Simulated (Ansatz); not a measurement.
Take SiO2 (space group P3_121, No. 152; a = 4.921 Å, c = 5.417 Å) as the base.

Structures relaxed with r2SCAN/PAW in Ansatz (an electronic-structure program), without spin-orbit coupling.

Base:

Simulated powder pattern, Cu Kα1, λ = 1.54056 Å (kinematic, ideal powder, no thermal factors, no anomalous dispersion; the 8 strongest lines at most, above 2 %, up to 2θ = 90°):

```csv
2θ (°),I/Imax (%),hkl
20.82,20,(100)
26.59,100,(101)
36.48,7.7,(110)
39.38,7.8,(012)
50.04,13,(112)
59.85,10,(211)
67.61,6.6,(212)
67.99,7.7,(023)
```

Modification: every Si is replaced by B, then cell and atoms are relaxed.

Q: How do the reflections move or split?

A: 
Simulated powder pattern, Cu Kα1, λ = 1.54056 Å (kinematic, ideal powder, no thermal factors, no anomalous dispersion; the 8 strongest lines at most, above 2 %, up to 2θ = 90°):

```csv
2θ (°),I/Imax (%),hkl
23.30,19,(100)
30.65,100,(101)
40.95,41,(110)
45.80,24,(111)
46.69,38,(102)
52.01,13,(021)
63.82,11,(022)
68.23,12,(211)
```

The indices refer to each structure's own conventional cell; one index is shown for lines that coincide.

The magnetic state is the one reached from the starting moments; the real material's order can differ, and small cells can't hold many antiferromagnetic ones. Stability against distortions was not tested. As relaxed here, BO2 is a hypothetical phase, not in the database extracts checked.
